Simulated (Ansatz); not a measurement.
Results of LDA (plane waves, PAW; Ansatz, a program for electronic structure) for CsCl-type LiH (model structure).

Settings: plane-wave cutoff 500 eV, 12×12×12 k mesh, gaussian smearing 0.02 eV, scalar-relativistic PAW data made under PBE.

Cell (relaxed at this level):

```yaml
crystal:
  lattice:
    - [2.44670, 0.00000, 0.00000]
    - [0.00000, 2.44670, 0.00000]
    - [0.00000, 0.00000, 2.44670]
  atoms:
    - { symbol: Li, position: [0.00000, 0.00000, 0.00000] }
    - { symbol: H, position: [0.50000, 0.50000, 0.50000] }
```

Q: Estimate the band gap that the calculation returns.

A: 
- band gap: 0.34 eV (on the SCF k mesh)

Note: the relaxation could raise the start's symmetry but not lower it, so the cell can be a saddle point.

The result took about 4 core-seconds (a rough figure).

A model structure was made by putting elements into a prototype or built by hand; it is no filed structure, need not be a known phase, and can be a saddle point held by its symmetry.
